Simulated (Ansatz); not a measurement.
A periodic model of amorphous Si24O49Ca:

```xyz
74
Lattice="10.3742 0.0000 0.0000 0.0000 10.3742 0.0000 0.0000 0.0000 10.3742" Properties=species:S:1:pos:R:3 pbc="T T T"
Si     4.2030     7.4210     7.4733
Si     0.5705     0.0850     2.3351
Si     5.3000     7.0013     2.8468
Si     3.2283     3.5168     1.0662
Si     6.3844     5.2953     7.7768
Si     9.2647     1.6415     8.7068
Si     1.5456     0.8325     7.4028
Si     8.0246     9.3957     9.6260
Si     5.6381     5.0629     0.5013
Si     4.3973     4.1068     3.8857
Si    10.2581     7.0684     4.9542
Si     2.2037     8.2612     6.4508
Si     4.9189     9.5384     9.6948
Si     8.4025     1.0745     3.9299
Si     0.2917     2.9044     0.8084
Si     3.9972     2.4696     6.4724
Si     8.2725     7.5978     7.1026
Si     9.5100     5.2218     2.7410
Si     7.0689     3.4806     2.7274
Si     3.1016     8.7833     1.8527
Si     7.0530     2.4253     6.5568
Si     7.6794     8.4796     4.3374
Si     9.7969     7.8233     0.8059
Si     3.5951     1.7180     9.1589
O      6.1415     4.9598     9.3477
O     10.3060     5.6379     4.1416
O      3.9142     2.9355     8.0725
O      7.8637     2.0503     2.7082
O      1.4101     7.6531     5.1693
O      3.8525     8.4162     6.1937
O      7.6173     6.3194     7.8253
O      2.0640     1.1894     8.9219
O      0.1935     7.4219     9.8550
O      9.9844     0.6499     3.6174
O      2.3472     7.5038     1.3097
O      3.9822     9.5324     0.6342
O      3.8022     3.6689     5.3560
O      2.5378     7.1218     7.6897
O      2.1356     9.9590     2.5957
O      8.9615     0.3683     9.6781
O      7.3190     8.1653     5.8999
O      1.7051     3.7419     0.4863
O      6.7044     7.5282     3.4734
O      3.8172     2.1837     0.3320
O      6.4041     3.8353     1.2672
O      7.8624     2.0187     7.9349
O      9.6817     7.0203     6.4895
O      5.0438     6.0675     7.1851
O      2.6441     1.5010     6.3412
O      6.4856     9.8047     9.9235
O      3.9973     4.8117     0.4188
O      5.7317     6.4645     1.3288
O     10.2455     9.1804     1.6497
O      3.3936     3.5337     2.6878
O      9.8094     2.8042     9.7755
O      0.6658     1.4368     1.3821
O      6.7554     4.0444     6.7948
O      9.2637     8.0763     4.1385
O      8.2706     8.2905     0.3963
O      8.0007     4.7448     3.1849
O      7.5293    10.0629     3.9785
O      9.5757     6.4989     1.7745
O      8.3493     8.8346     8.1282
O      8.0447     1.9408     5.3170
O      4.6421     5.7141     3.6772
O      4.7527     8.1391     8.8212
O     10.0439     3.8795     1.9588
O      5.5207     1.8153     6.3196
O      4.5087     0.4435     8.7641
O      5.8337     3.3417     3.7820
O     10.3706     1.3736     7.4904
O      4.2877     8.2693     2.8990
O      1.5038     9.6110     7.0206
Ca     1.9806     6.3335     9.9423
```

The numbers are results of PBE, scalar-relativistic without spin-orbit coupling (plane waves to 420 eV, PAW; Ansatz, an electronic-structure program), not measurements.

It comes from a melt-quench run on a machine-learned potential (CHGNet), relaxed afterwards by DFT. O atoms were pushed apart under 1.9 Å during the dynamics, to hinder bonds among them. The hot cell started wider than the set density and was brought back towards it in steps. It is the lowest in DFT energy of 2 quenches. It is a model cell: composition and starting density were chosen by hand, and all elements were melted together. No dispersion term was used. Its density started from a set value of 2.23 and ended at 2.23 g/cm³. Cooling (nominally 320 K/ps over its main leg) ran many orders faster than in experiment, which tends to leave more defects and strain. Values belong to this one cell and scatter from quench to quench. The volume was held where the preparation left it, at a PBE pressure of -1.7 GPa (tension). Stress components on the final sampling reach 2.4 GPa.

Cut-offs for bonds: Si-Si 2.60 Å, Si-O 1.90 Å, Si-Ca 3.16 Å, O-O 1.58 Å, O-Ca 2.90 Å, Ca-Ca 3.87 Å. Two cations that share two anions don't count as bonded, nor two that share one unless they lie closer than Si-Si 2.38 Å, Si-Ca 3.07 Å, Ca-Ca 3.77 Å.

### Question
Give the coordination numbers, mean bond lengths and angles.

### Answer

```json
{
 "Mean coordination of Si by anions": "4.00 (24 with 4)",
 "Mean coordination of O": "2.06 (46 with 2, 3 with 3)",
 "Mean coordination of Ca by anions": "5.00 (1 with 5)",
 "Mean Si-O bond": "1.643 Å (spread 0.024 Å, 96 counted)",
 "Mean O-Ca bond": "2.421 Å (spread 0.272 Å, 5 counted)",
 "Bond angle at Si": "mean 109.4°, spread 5.7°",
 "Bond angle at O": "mean 136.1°, spread 17.1°",
 "Bond angle at Ca": "mean 105.6°, spread 28.0°"
}
```

### Question
Which atoms depart from the most common coordination of their element?

### Answer
O38 has 3 (Si1 1.71 Å, Si12 1.72 Å, Ca74 2.45 Å); O42 has 3 (Si4 1.65 Å, Si15 1.67 Å, Ca74 2.76 Å); O51 has 3 (Si4 1.64 Å, Si9 1.66 Å, Ca74 2.67 Å).

### Question
List the pairs of like atoms that count as bonded by the rules above.

### Answer
There are none by these rules.

### Question
What Bader charges do the atoms carry, from a run on the zone centre alone?

### Answer
Means (range): Si +3.27 e (+3.25 to +3.30), O -1.64 e (-1.66 to -1.54), Ca +1.60 e (+1.60 to +1.60).
```json
[
 {"atom": "Si1", "charge (e)": "+3.25"},
 {"atom": "Si2", "charge (e)": "+3.27"},
 {"atom": "Si3", "charge (e)": "+3.28"},
 {"atom": "Si4", "charge (e)": "+3.27"},
 {"atom": "Si5", "charge (e)": "+3.30"},
 {"atom": "Si6", "charge (e)": "+3.27"},
 {"atom": "Si7", "charge (e)": "+3.27"},
 {"atom": "Si8", "charge (e)": "+3.29"},
 {"atom": "Si9", "charge (e)": "+3.28"},
 {"atom": "Si10", "charge (e)": "+3.28"},
 {"atom": "Si11", "charge (e)": "+3.27"},
 {"atom": "Si12", "charge (e)": "+3.25"},
 {"atom": "Si13", "charge (e)": "+3.29"},
 {"atom": "Si14", "charge (e)": "+3.27"},
 {"atom": "Si15", "charge (e)": "+3.28"},
 {"atom": "Si16", "charge (e)": "+3.26"},
 {"atom": "Si17", "charge (e)": "+3.29"},
 {"atom": "Si18", "charge (e)": "+3.29"},
 {"atom": "Si19", "charge (e)": "+3.28"},
 {"atom": "Si20", "charge (e)": "+3.25"},
 {"atom": "Si21", "charge (e)": "+3.27"},
 {"atom": "Si22", "charge (e)": "+3.29"},
 {"atom": "Si23", "charge (e)": "+3.26"},
 {"atom": "Si24", "charge (e)": "+3.27"},
 {"atom": "O25", "charge (e)": "-1.65"},
 {"atom": "O26", "charge (e)": "-1.63"},
 {"atom": "O27", "charge (e)": "-1.64"},
 {"atom": "O28", "charge (e)": "-1.63"},
 {"atom": "O29", "charge (e)": "-1.63"},
 {"atom": "O30", "charge (e)": "-1.61"},
 {"atom": "O31", "charge (e)": "-1.65"},
 {"atom": "O32", "charge (e)": "-1.64"},
 {"atom": "O33", "charge (e)": "-1.54"},
 {"atom": "O34", "charge (e)": "-1.63"},
 {"atom": "O35", "charge (e)": "-1.56"},
 {"atom": "O36", "charge (e)": "-1.65"},
 {"atom": "O37", "charge (e)": "-1.63"},
 {"atom": "O38", "charge (e)": "-1.63"},
 {"atom": "O39", "charge (e)": "-1.63"},
 {"atom": "O40", "charge (e)": "-1.64"},
 {"atom": "O41", "charge (e)": "-1.65"},
 {"atom": "O42", "charge (e)": "-1.65"},
 {"atom": "O43", "charge (e)": "-1.64"},
 {"atom": "O44", "charge (e)": "-1.63"},
 {"atom": "O45", "charge (e)": "-1.64"},
 {"atom": "O46", "charge (e)": "-1.64"},
 {"atom": "O47", "charge (e)": "-1.64"},
 {"atom": "O48", "charge (e)": "-1.64"},
 {"atom": "O49", "charge (e)": "-1.63"},
 {"atom": "O50", "charge (e)": "-1.65"},
 {"atom": "O51", "charge (e)": "-1.66"},
 {"atom": "O52", "charge (e)": "-1.64"},
 {"atom": "O53", "charge (e)": "-1.65"},
 {"atom": "O54", "charge (e)": "-1.64"},
 {"atom": "O55", "charge (e)": "-1.63"},
 {"atom": "O56", "charge (e)": "-1.64"},
 {"atom": "O57", "charge (e)": "-1.64"},
 {"atom": "O58", "charge (e)": "-1.65"},
 {"atom": "O59", "charge (e)": "-1.64"},
 {"atom": "O60", "charge (e)": "-1.64"},
 {"atom": "O61", "charge (e)": "-1.64"},
 {"atom": "O62", "charge (e)": "-1.66"},
 {"atom": "O63", "charge (e)": "-1.65"},
 {"atom": "O64", "charge (e)": "-1.63"},
 {"atom": "O65", "charge (e)": "-1.64"},
 {"atom": "O66", "charge (e)": "-1.66"},
 {"atom": "O67", "charge (e)": "-1.65"},
 {"atom": "O68", "charge (e)": "-1.62"},
 {"atom": "O69", "charge (e)": "-1.64"},
 {"atom": "O70", "charge (e)": "-1.65"},
 {"atom": "O71", "charge (e)": "-1.63"},
 {"atom": "O72", "charge (e)": "-1.63"},
 {"atom": "O73", "charge (e)": "-1.64"},
 {"atom": "Ca74", "charge (e)": "+1.60"}
]
```
